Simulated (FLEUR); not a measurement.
Band structure of Sn2Ir (Fm-3m, 3 atoms in the cell).

```xyz
3
Lattice="0.0000 3.1835 3.1835 3.1835 0.0000 3.1835 3.1835 3.1835 0.0000" Properties=species:S:1:pos:R:3 pbc="T T T"
Sn     4.7753     4.7753     4.7753
Sn     1.5918     1.5918     1.5918
Ir     0.0000     0.0000     0.0000
```

Computed with PBEsol, all-electron FLAPW (FLEUR), scalar-relativistic valence.

Settings: Kmax = 4.1 1/bohr; GmaxXC = 16.4 1/bohr; xcFunctional = PBEs; jspins = 1; l_soc = F; mode = hist; fermiSmearingEnergy = 0.00367493 Htr; mesh (inpgen div1-3) = 12 12 12; inpgen gamma flag = true; Gmax = 16.4 1/bohr; numbands = 0; maxIterBroyd = 40; imix = Anderson; alpha = 0.05.

The starting cell comes from a database of computed structures (which also holds hypothetical and non-ambient phases and stackings), without a prior relaxation at this level. Spin-orbit coupling is off. Spin polarisation is off. Values depend on the basis (sphere radii, cutoffs, local orbitals), which need not be converged.

Levels in eV from the Fermi level, bands 19 to 26:
```json
[
 {"point": "Γ", "19": "-2.09", "20": "-2.09", "21": "3.59", "22": "3.59", "23": "3.59", "24": "3.90", "25": "3.90", "26": "3.90"},
 {"point": "X", "19": "-2.44", "20": "-2.44", "21": "-2.14", "22": "-1.92", "23": "1.26", "24": "3.32", "25": "8.12", "26": "8.12"},
 {"point": "W", "19": "-2.45", "20": "-2.42", "21": "-1.97", "22": "-0.78", "23": "3.35", "24": "3.35", "25": "5.43", "26": "5.85"},
 {"point": "K", "19": "-2.66", "20": "-2.14", "21": "-1.49", "22": "-1.15", "23": "1.85", "24": "4.66", "25": "5.57", "26": "5.98"},
 {"point": "L", "19": "-2.01", "20": "-2.01", "21": "-0.03", "22": "-0.03", "23": "1.28", "24": "2.53", "25": "4.14", "26": "4.14"},
 {"point": "U", "19": "-2.66", "20": "-2.14", "21": "-1.49", "22": "-1.15", "23": "1.85", "24": "4.66", "25": "5.57", "26": "5.98"}
]
```
